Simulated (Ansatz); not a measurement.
MgSe (Fm-3m), r2SCAN with spin-orbit coupling, rigid bands (Ansatz, a first-principles code): N_v = 5.25e19 cm⁻³ at 300 K and a hole conductivity mass of 0.972 mₑ.

For 1e16 holes per cm³ at 300 K, place the Fermi level, estimate the Seebeck coefficient of a parabolic band with constant τ, and give mobility and conductivity for τ = 50 fs.

The level lies k_BT ln(N_v/p) = 0.221 eV above the valence-band maximum. S ≈ +(k_B/e)[ln(N_v/p) + 5/2] = 954 μV/K, against 955 μV/K from the full bands (mean over directions). μ = eτ/m = 90.5 cm²/(V·s) and σ = peμ = 0.145 S/cm. τ is assumed, not computed.

Band transport and this doping are assumed; polarons and phonon drag are left out.
